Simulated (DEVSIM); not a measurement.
abrupt Si n-p junction

System: abrupt Si n-p junction, at 300 K.

```csv
layer (left to right),material,thickness (μm),Nd (cm⁻³),Na (cm⁻³),τn (s),τp (s)
1,Si,7.70,1.8e18,-,3.8e-6,3.8e-6
2,Si,3.30,-,4.4e17,3.8e-6,3.8e-6
```

Left contact: ohmic. Right contact: ohmic. Voltage is applied to the left contact. Recombination: SRH at mid-gap, radiative. Mobility is μmin + (μ − μmin)/(1 + (N/Nref)^α).

Constants are typed, rounded textbook-type inputs, not results; the design itself was drawn at random and stands for no fabricated device. Values at 300 K.

```
parameter           Si
-------------  -------
gap (eV)         1.124
affinity (eV)     4.05
permittivity      11.7
Nc (cm⁻³)      2.86e19
Nv (cm⁻³)       3.1e19
μn (cm²/Vs)       1417
μp (cm²/Vs)        470
μn,min              52
μp,min              45
Nref,n          9.7e16
Nref,p          2.2e17
αn                0.68
αp                0.72
B (cm³/s)      4.7e-15
```

DEVSIM, 1D drift-diffusion, Boltzmann statistics, complete ionisation; no tunnelling, impact ionisation, image-force lowering or self-heating.

The potential step across the device at zero bias comes out as 0.943 V. The largest field in the device at zero bias is 310000 V/cm and the dark forward voltage at 1 A/cm² comes out as 0.705 V. The dark forward voltage at 100 A/cm² comes out as 0.827 V.

Dark forward current:

```
V (V)  J (A/cm²)
-----  ---------
-0.05   -1.5e-10
-0.10   -5.8e-10
-0.15    -2.0e-9
-0.20    -7.4e-9
-0.25    -3.4e-8
-0.30    -1.9e-7
-0.35    -1.2e-6
-0.40    -7.7e-6
-0.45    -5.2e-5
-0.50   -0.00036
-0.55    -0.0025
-0.60     -0.017
-0.65      -0.12
-0.70      -0.81
-0.75       -5.6
-0.80        -38
-0.85       -230
-0.90       -990
-0.95      -2700
```
